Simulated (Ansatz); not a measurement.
The starting structures come from a database of crystals and need not be the phases stable at ambient conditions.

 Where the default PAW files enter, the runs use the earlier of Ansatz's two default sets.

Tunnelling through a barrier is set by its complex band structure: the current falls as exp(−2κd) with the smallest κ.

Consider the following.

```xyz
6
Lattice="3.0923 0.0000 0.0000 0.0000 4.6440 0.0000 0.0000 0.0000 4.7350" Properties=species:S:1:pos:R:3 pbc="T T T"
Mg     1.5462     2.3220     2.3675
Mg     0.0000     0.0000     0.0000
F      1.5462     0.9946     0.8514
F      1.5462     3.6494     3.8835
F      0.0000     3.3166     1.5160
F      0.0000     1.3274     3.2189
```

Space group of this cell: Pnnm. The cell is taken as given; by r2SCAN its mean pressure is -4.4 GPa.

Transport runs along the normal of the first two printed cell vectors.

The gap is the functional's own. No spin-orbit coupling. Mid-gap values are interpolated on the energy grid.

Problem. Compute, with r2SCAN in Ansatz (an electronic-structure program), the band gap and the smallest decay constant κ at mid-gap.

Solution. Gap 7.79 eV on a 10×8×6 mesh; κ = 0.558 1/Å, at the zone centre.
